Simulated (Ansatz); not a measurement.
Terminations of the (111) surface of fcc Ir, measured from the surface 'clean 1x1'. Atoms come from or go to: Bi: rhombohedral Bi, Co: hcp Co, ferromagnetic, Cr: bcc Cr, antiferromagnetic, Ir: fcc Ir, Mg: hcp Mg, Mn: fcc-type Mn, layered antiferromagnet, Ni: fcc Ni, ferromagnetic, Pb: fcc Pb, Rh: fcc Rh, Ru: hcp Ru, Zn: hcp Zn. ΔE is the energy of forming the row's surface from that one (negative: more stable at these reservoirs); the vacuum level's shift is aligned on the shared bottom. No zero-point or thermal terms. These are constructed structures in small cells; real faces may alloy, dewet or reconstruct in larger ones, and not all known structures of the face are among them. Slabs of about 11 Å, Fermi-Dirac smearing of 0.1 eV. Bottom of the slabs: a bare face, its two planes held. Relaxed from the named starts with such symmetry as they have, on meshes of like density; energies extrapolated to zero smearing; spin only where a row says so; no spin-orbit coupling, no U. Brackets mark spin-polarised runs, whose order is one that fits the cell. A dash marks a value that is undefined for that row (no clear gap, or no work function of a gapped slab) or was not read reliably on its mesh.

All values below come from PBE (plane waves to 420 eV, PAW; Ansatz, a program for electronic structure).

| surface | atoms added per 1x1 | ΔE per 1x1 (eV) | shift of the vacuum level (eV) | work function (eV) |
|---|---|---|---|---|
| one added row of Ir in 4 | +0.25 Ir | 0.26 | -0.66 | 4.84 |
| (√3x√3)R30° surface alloy, Mn on one Ir site of the top plane [spin, 2.8 μB a cell] | -0.333 Ir, +0.333 Mn | -0.19 | -0.28 | 5.22 |
| a layer of Co in place of the third plane [spin, 1.5 μB a cell] | +1 Co, -1 Ir | ? | 0.00 | 5.49 |
| a pseudomorphic layer of Mg in the other hollow | +1 Mg | -0.58 | -1.36 | 4.14 |
| a layer of Cr in place of the third plane [spin start, no net moment] | +1 Cr, -1 Ir | ? | 0.05 | 5.58 |
| one row in 3 of the top plane missing | -0.333 Ir | 0.43 | -0.36 | 5.14 |
| (√3x√3)R30° layer of Bi, one a cell, on the site that continues the host's stacking | +0.333 Bi | -0.55 | -1.73 | 3.77 |
| a pseudomorphic layer of Ni in the other hollow [spin, 0.6 μB a cell] | +1 Ni | ? | -0.62 | 4.88 |
| (√3x√3)R30° layer of Pb, one a cell, on the site that continues the host's stacking | +0.333 Pb | ? | -1.58 | 3.91 |
| (√3x√3)R30° surface alloy, Zn on one Ir site of the top plane | -0.333 Ir, +0.333 Zn | -0.24 | -0.41 | 5.10 |
| a pseudomorphic layer of Ru in the other hollow | +1 Ru | 0.23 | -0.30 | 5.20 |
| a pseudomorphic layer of Rh in the other hollow | +1 Rh | -0.03 | -0.32 | 5.17 |

What belongs in the gaps?


- a layer of Co in place of the third plane [spin, 1.5 μB a cell], ΔE per 1x1 (eV): 0.15
- a layer of Cr in place of the third plane [spin start, no net moment], ΔE per 1x1 (eV): -0.16
- a pseudomorphic layer of Ni in the other hollow [spin, 0.6 μB a cell], ΔE per 1x1 (eV): 0.09
- (√3x√3)R30° layer of Pb, one a cell, on the site that continues the host's stacking, ΔE per 1x1 (eV): -0.45
